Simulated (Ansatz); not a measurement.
Band structure of SrSi₂Pd₂ (I4/mmm, 5 atoms in the cell).

```
CELL_PARAMETERS angstrom
     -2.15218     2.15218     5.00017
      2.15218    -2.15218     5.00017
      2.15218     2.15218    -5.00017
ATOMIC_POSITIONS crystal
  Sr 0.00000 0.00000 0.00000
  Si 0.37361 0.37361 0.00000
  Si 0.62639 0.62639 0.00000
  Pd 0.25000 0.75000 0.50000
  Pd 0.75000 0.25000 0.50000
```

Computed with LDA (PW92), PAW files made with PBE (plane waves; Ansatz, an electronic-structure program).

Settings: kpoints.mp_grid.grid = 9 9 9; hamiltonian.xc = lda; hamiltonian.pseudopotentials = {kind: paw} (the program's default PAW files); scf.occupations.method = gaussian; scf.occupations.width = 0.0147 Ry; kpoints.band_path.npoints = 8.

The starting cell comes from a database of computed structures (which also holds hypothetical and non-ambient phases and stackings), without a prior relaxation at this level. Spin polarisation is off.

Levels in eV from the Fermi level, bands 24 to 31:
```json
[
 {"point": "Γ", "24": "-1.97", "25": "-1.53", "26": "-0.86", "27": "-0.86", "28": "0.84", "29": "1.81", "30": "1.81", "31": "3.87"},
 {"point": "X", "24": "-2.75", "25": "-2.72", "26": "-1.29", "27": "-0.85", "28": "-0.64", "29": "-0.46", "30": "3.07", "31": "4.72"},
 {"point": "Y", "24": "-2.83", "25": "-2.78", "26": "-1.08", "27": "-0.84", "28": "-0.30", "29": "-0.11", "30": "3.12", "31": "4.67"},
 {"point": "S", "24": "-3.07", "25": "-2.99", "26": "0.16", "27": "0.26", "28": "0.60", "29": "2.88", "30": "3.15", "31": "3.76"},
 {"point": "Z", "24": "-1.53", "25": "-0.86", "26": "-0.86", "27": "1.09", "28": "1.40", "29": "3.39", "30": "3.66", "31": "4.05"},
 {"point": "S1", "24": "-3.07", "25": "-2.99", "26": "0.16", "27": "0.26", "28": "0.60", "29": "2.88", "30": "3.15", "31": "3.76"},
 {"point": "N", "24": "-3.31", "25": "-2.51", "26": "-1.39", "27": "0.22", "28": "1.79", "29": "2.44", "30": "2.60", "31": "3.75"},
 {"point": "P", "24": "-2.76", "25": "-2.37", "26": "-1.06", "27": "-1.06", "28": "-0.60", "29": "-0.60", "30": "2.66", "31": "4.98"},
 {"point": "Y1", "24": "-2.83", "25": "-2.78", "26": "-1.08", "27": "-0.84", "28": "-0.30", "29": "-0.11", "30": "3.12", "31": "4.67"}
]
```

Bands cross the Fermi level along this path, so the cell is metallic at this level.

Keys are those of Ansatz 0.2.
